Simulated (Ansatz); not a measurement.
# What pressure −2 GPa does to CdS

The reference is CdS in the wurtzite structure (space group P6_3mc, No. 186; a = 4.197 Å, c = 6.830 Å).

Modification: hydrostatic tension (pressure −2 GPa).

Level of theory: PBE, PAW, 420 eV (Ansatz, an electronic-structure program; spin-orbit coupling left out), earlier PAW set. Γ-centred 9×9×5 mesh, Fermi–Dirac width 0.05 eV.

The volume per atom rises by 1.09 Å³, from 26.04 Å³ to 27.13 Å³ and the density falls by 0.19 g/cm³ to 4.42 g/cm³. The lattice parameter a rises by 0.0576 Å (4.197 Å → 4.254 Å) and the c/a ratio is still 1.628. The shortest interatomic distance rises by 0.035 Å, from 2.566 Å to 2.601 Å and the enthalpy H = E + PV relative to the base's energy amounts to -0.33 eV/atom. The band gap shrinks by 0.10 eV (1.11 eV → 1.01 eV) and the gap character stays direct at Γ. The mean gap deformation potential ΔEg/Δln V amounts to -2.4 eV and the electron mass changes from 0.12 mₑ along c, 0.13 mₑ across (at Γ) to 0.11 mₑ along c, 0.12 mₑ across (at Γ). The valence-band top at Γ (three highest levels, from the VBM) becomes 0.00, 0.00, -0.03 eV (base: 0.00, 0.00, -0.04 eV).

Final structure:

```
CELL_PARAMETERS angstrom
      4.25424     0.00000     0.00000
     -2.12712     3.68428     0.00000
      0.00000     0.00000     6.92447
ATOMIC_POSITIONS crystal
  Cd 0.33333 0.66667 0.99911
  Cd 0.66667 0.33333 0.49911
  S  0.33333 0.66667 0.37569
  S  0.66667 0.33333 0.87569
```

Cost of the whole job for the changed cell (relaxation, final SCF and bands): around 40 core-seconds (rough).

Load acts through the strain it causes; cell and atoms are relaxed under it. Masses are band curvatures over ±0.01 Å⁻¹ around the edge. Stability against distortions was not tested.
